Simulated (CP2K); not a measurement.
Worked example: self-consistent single point of Zr2CuSb3 (P-4m2, 6 atoms in the cell) in CP2K

Method of the run: PBEsol, GPW, DZVP-MOLOPT-SR-GTH basis, GTH-PBE potentials (GTH_POTENTIALS) run with CP2K 2026.2.

The input file:

```
&GLOBAL
  PROJECT scf
  RUN_TYPE ENERGY_FORCE
  PRINT_LEVEL MEDIUM
&END GLOBAL
&FORCE_EVAL
  METHOD Quickstep
  STRESS_TENSOR ANALYTICAL
  &DFT
    BASIS_SET_FILE_NAME BASIS_MOLOPT
    POTENTIAL_FILE_NAME GTH_POTENTIALS
    &QS
      METHOD GPW
      EPS_DEFAULT 1E-10
    &END QS
    &MGRID
      CUTOFF 600
      REL_CUTOFF 50
      NGRIDS 5
    &END MGRID
    &SCF
      SCF_GUESS ATOMIC
      EPS_SCF 1E-7
      MAX_SCF 100
      ADDED_MOS 9
      &DIAGONALIZATION
        ALGORITHM STANDARD
      &END DIAGONALIZATION
      &MIXING
        METHOD BROYDEN_MIXING
        ALPHA 0.2
        NBUFFER 12
      &END MIXING
      &SMEAR ON
        METHOD GAUSSIAN
        SIGMA [eV] 0.272
      &END SMEAR
    &END SCF
    &KPOINTS
      SCHEME MONKHORST-PACK 5 5 3
    &END KPOINTS
    &XC
      &XC_FUNCTIONAL
        &PBE
          PARAMETRIZATION PBESOL
        &END PBE
      &END XC_FUNCTIONAL
    &END XC
    &PRINT
      &MO
        EIGENVALUES T
        OCCUPATION_NUMBERS T
        NDIGITS 8
        FILENAME mo
        &EACH
          QS_SCF 0
        &END EACH
        ADD_LAST NUMERIC
      &END MO
      &MULLIKEN ON
      &END MULLIKEN
    &END PRINT
  &END DFT
  &SUBSYS
    &CELL
      A 3.97808200 0.00000000 0.00000000
      B 0.00000000 3.97808200 0.00000000
      C 0.00000000 0.00000000 8.76379000
      PERIODIC XYZ
    &END CELL
    &COORD
      Zr       0.00000000     1.98904100     6.46425914
      Zr       1.98904100     0.00000000     2.29953086
      Cu       0.00000000     0.00000000     0.00000000
      Sb       1.98904100     1.98904100     0.00000000
      Sb       0.00000000     1.98904100     3.31823381
      Sb       1.98904100     0.00000000     5.44555619
    &END COORD
    &KIND Zr
      BASIS_SET DZVP-MOLOPT-SR-GTH-q12
      POTENTIAL GTH-PBE-q12
    &END KIND
    &KIND Cu
      BASIS_SET DZVP-MOLOPT-SR-GTH-q11
      POTENTIAL GTH-PBE-q11
    &END KIND
    &KIND Sb
      BASIS_SET DZVP-MOLOPT-SR-GTH-q5
      POTENTIAL GTH-PBE-q5
    &END KIND
  &END SUBSYS
  &PRINT
    &FORCES ON
    &END FORCES
    &STRESS_TENSOR ON
    &END STRESS_TENSOR
  &END PRINT
&END FORCE_EVAL
```

Output, abridged:

```
 GLOBAL| Method name                                                        CP2K
 GLOBAL| Project name                                                        scf
 GLOBAL| Run type                                                   ENERGY_FORCE

 CELL| Volume [angstrom^3]:                                           138.688172
 CELL| Vector a [angstrom]:       3.978     0.000     0.000   |a| =     3.978082
 CELL| Vector b [angstrom]:       0.000     3.978     0.000   |b| =     3.978082
 CELL| Vector c [angstrom]:       0.000     0.000     8.764   |c| =     8.763790
 CELL| Angle (b,c), alpha [degree]:                                    90.000000
 CELL| Angle (a,c), beta  [degree]:                                    90.000000
 CELL| Angle (a,b), gamma [degree]:                                    90.000000
 CELL| Numerically orthorhombic:                                             YES
 CELL| Periodicity                                                           XYZ

 DFT| Spin restricted Kohn-Sham (RKS) calculation                            RKS
 DFT| Multiplicity                                                             1
 DFT| Number of spin states                                                    1
 DFT| Charge                                                                   0
 DFT| XC density smoothing                                                  NONE
 DFT| XC derivatives                                                          PW

 QS| Method:                                                                 GPW
 QS| Density plane wave grid type                        NON-SPHERICAL FULLSPACE
 QS| Number of grid levels:                                                    5
 QS| Density cutoff [a.u.]:                                                300.0
 QS| Multi grid cutoff [a.u.]: 1) grid level                               300.0
   [... lines left out ...]
 BRILLOUIN| Wavefunction type                                            COMPLEX
 BRILLOUIN| List of Kpoints [2 Pi/Bohr]                                       38
 BRILLOUIN| Number           Weight            X              Y              Z
 BRILLOUIN|     1           0.02667       -0.40000       -0.40000       -0.33333
 BRILLOUIN|     2           0.02667       -0.40000       -0.40000        0.00000
 BRILLOUIN|     3           0.02667       -0.40000       -0.40000        0.33333
   [... 35 lines left out ...]
 *******************************************************************************

 Extrapolation method: initial_guess

 Re-scaling the density matrix to get the right number of electrons
                  # Electrons              Trace(P)               Scaling factor
                           50                50.000                        1.000

 Number of electrons:                                                         50
 Number of occupied orbitals:                                                 25
 Number of molecular orbitals:                                                34

 Number of orbital functions:                                                116
 Number of independent orbital functions:                                    116
 SCF WAVEFUNCTION OPTIMIZATION

  Step     Update method      Time    Convergence         Total energy    Change
     1 NoMix/Diag. 0.20E+00      -     1.75127244      -159.4559702827 -1.59E+02
     2 Broy./Diag. 0.20E+00      -     0.62062899      -162.9685755298 -3.51E+00
     3 Broy./Diag. 0.20E+00      -     0.09728211      -158.5904628175  4.38E+00
     4 Broy./Diag. 0.20E+00      -     0.12463862      -158.8470501853 -2.57E-01
     5 Broy./Diag. 0.20E+00      -     0.00942228      -159.2819356958 -4.35E-01
     6 Broy./Diag. 0.20E+00      -     0.04068310      -158.9878954686  2.94E-01
     7 Broy./Diag. 0.20E+00      -     0.00682218      -158.6273690127  3.61E-01
   [... 7 lines left out ...]
    15 Broy./Diag. 0.20E+00      -     0.00000480      -158.7747103680 -1.12E-04
    16 Broy./Diag. 0.20E+00      -     0.00000385      -158.7746625765  4.78E-05
    17 Broy./Diag. 0.20E+00      -     0.00000023      -158.7746312657  3.13E-05
    18 Broy./Diag. 0.20E+00      -     0.00000023      -158.7746283183  2.95E-06
    19 Broy./Diag. 0.20E+00      -     0.00000004      -158.7746277009  6.17E-07
  *** SCF run converged in    19 steps ***

  Electronic density on regular grids:        -49.9999999993        0.0000000007
  Core density on regular grids:               49.9999999917       -0.0000000083
  Total charge density on r-space grids:       -0.0000000076
  Total charge density g-space grids:          -0.0000000076

  Overlap energy of the core charge distribution:               0.00000000085521
  Self energy of the core charge distribution:               -273.12036581726187
  Core Hamiltonian energy:                                     67.17759428134811
  Hartree energy:                                              70.75228367824280
  Exchange-correlation energy:                                -23.57946643233243
  Smearing free energy correction:                             -0.00467341160342
  Fermi energy:                                                 0.28381055559903

  Total energy:                                              -158.77462770092245
  Total energy (extrapolated to sigma->0):                   -158.77229099512076

                     Mulliken Population Analysis

 #  Atom  Element  Kind  Atomic population                           Net charge
       1     Zr       1         12.253562                             -0.253562
       2     Zr       1         12.253556                             -0.253556
       3     Cu       2         11.636243                             -0.636243
       4     Sb       3          4.263454                              0.736546
       5     Sb       3          4.796595                              0.203405
       6     Sb       3          4.796590                              0.203410
 # Total charge                             50.000000                 -0.000000

 ENERGY| Total FORCE_EVAL ( QS ) energy [hartree]           -158.774627985556066

 FORCES| Atomic forces [hartree/bohr]
 FORCES|   Atom     x               y               z               |f|
 FORCES|      1 -6.25139232E-12 -1.51431119E-11 -1.75992386E-04   1.75992386E-04
 FORCES|      2 -9.58359640E-12 -7.33390390E-12  1.75989059E-04   1.75989059E-04
 FORCES|      3  1.27283960E-09  1.32393762E-09  4.56940162E-09   4.92466878E-09
 FORCES|      4 -1.64627170E-11 -1.50724779E-11 -4.54179356E-08   4.54179410E-08
 FORCES|      5  3.83912918E-13  6.04760873E-13 -2.09833818E-03   2.09833818E-03
 FORCES|      6  1.65238261E-13  3.39352466E-13  2.09838372E-03   2.09838372E-03
 FORCES| Sum     1.24109105E-09  1.28733224E-09  1.36495113E-09
 FORCES| Total atomic force                                       2.24958282E-09

 STRESS| Analytical stress tensor [bar]
 STRESS|                        x                   y                   z
 STRESS|      x       -4.49978198986E+04   2.23966297204E-04   1.76108793457E-04
 STRESS|      y        2.23966297204E-04  -4.49978945642E+04   2.16781127654E-04
 STRESS|      z        1.76108793457E-04   2.16781127654E-04  -4.21589816847E+04
 STRESS| 1/3 Trace                                            -4.40515653825E+04
```

The run converged in 19 iterations.

The starting cell comes from a database of computed structures (which also holds hypothetical and non-ambient phases and stackings), without a prior relaxation at this level. Its lattice was rescaled by a random factor within 2.5 % of one. Spin polarisation is off. Values carry the incompleteness of an atom-centred basis. The potentials were made for another functional than the one used. With a pressure of about -4 GPa the cell is away from its equilibrium volume at this level.

Cost on one core of a shared machine: roughly 2 min.
